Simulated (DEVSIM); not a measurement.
Device: illuminated Si n-on-p cell, one wavelength, at 400 K.

Layer 1 from the left is Si, thickness (μm) 0.730, Nd (cm⁻³) 1.5e18, τn (s) 7.2e-6, τp (s) 1.4e-7, absorption coefficient (cm⁻¹) 11000. Layer 2 from the left is Si, thickness (μm) 110, Na (cm⁻³) 1.1e17, τn (s) 8.2e-6, τp (s) 8.2e-6, absorption coefficient (cm⁻¹) 11000.

Left contact: ohmic, minority hole recombination velocity 5000 cm/s. Right contact: ohmic, minority electron recombination velocity 20000 cm/s. Voltage is applied to the left contact. Recombination: SRH at mid-gap, radiative, Auger. Light enters at the left, 2.5e17 photons cm⁻² s⁻¹, one pass, no reflection. Mobility is μmin + (μ − μmin)/(1 + (N/Nref)^α).

The device is made up for the run: typed textbook-type constants, with dimensions and the other settings drawn at random. Values at 300 K; Nc and Nv go as T^1.5, mobilities as T to minus their exponent, the gap by Varshni's rule with the affinity fixed.

Si: gap (eV) 1.124, affinity (eV) 4.05, permittivity 11.7, Nc (cm⁻³) 2.86e19, Nv (cm⁻³) 3.1e19, μn (cm²/Vs) 1417, μp (cm²/Vs) 470, μn,min 52, μp,min 45, Nref,n 9.7e16, Nref,p 2.2e17, αn 0.68, αp 0.72, T exponent of μn 2.3, T exponent of μp 2.2, B (cm³/s) 4.7e-15, Cn (cm⁶/s) 2.8e-31, Cp (cm⁶/s) 9.9e-32, Varshni α (eV/K) 0.000473, Varshni β (K) 636.

DEVSIM, 1D drift-diffusion, Boltzmann statistics, complete ionisation; no tunnelling, impact ionisation, image-force lowering or self-heating.

Dark forward current:

| |V| (V) | |J| (A/cm²) |
|---|---|
| 0.05 | 3.717e-7 |
| 0.10 | 1.785e-6 |
| 0.15 | 7.484e-6 |
| 0.20 | 3.110e-5 |
| 0.25 | 0.0001304 |
| 0.30 | 0.0005504 |
| 0.35 | 0.002335 |
| 0.40 | 0.009925 |
| 0.45 | 0.04219 |
| 0.50 | 0.1786 |
| 0.55 | 0.7403 |
| 0.60 | 2.861 |
| 0.65 | 9.452 |
| 0.70 | 25.45 |
| 0.75 | 56.96 |
| 0.80 | 109.8 |
| 0.85 | 187.8 |
| 0.90 | 293.0 |
| 0.95 | 425.2 |
| 1.00 | 583.4 |
| 1.05 | 765.9 |
| 1.10 | 971.1 |
| 1.15 | 1197 |
| 1.20 | 1443 |
| 1.25 | 1706 |
| 1.30 | 1986 |

Question: Work out the local ideality factor n = ΔV / (kT/q · ln(J2/J1)) between the rows 0.15 and 0.20 V, 0.40 and 0.45 V, 1.25 and 1.30 V.

Answer: kT/q = 34.47 mV. From 0.15 to 0.20 V: ln(3.110e-5/7.484e-6) = 1.424, n = 1.02, near the 1 of diffusion or emission over a barrier. From 0.40 to 0.45 V: ln(0.04219/0.009925) = 1.447, n = 1.00, near the 1 of diffusion or emission over a barrier. From 1.25 to 1.30 V: ln(1986/1706) = 0.152, n = 9.54.

Question: What current could the absorbed light give at most, and what share is collected?

Answer: Σ αd = 122, so qΦ(1 − exp(−Σ αd)) = 40.1 mA/cm². The simulated short-circuit current is 38.42 mA/cm², a share of 0.96.

Question: Estimate the open-circuit voltage by superposition: the voltage at which the dark current equals that short-circuit current.

Answer: Interpolating ln J in the table gives 0.447 V. The simulation gives 0.447 V, the same within the digits that matter. Superposition holds where collection doesn't change with voltage.

Question: Estimate the fill factor from FF0 = (v − ln(v + 0.72))/(v + 1), v = qVoc/(nkT), with n from the dark curve.

Answer: The rows about Voc, 0.40 and 0.45 V, give n = 1.00, so v = 12.9 and FF0 = 0.741. The simulation gives 0.740, the same within the digits that matter.
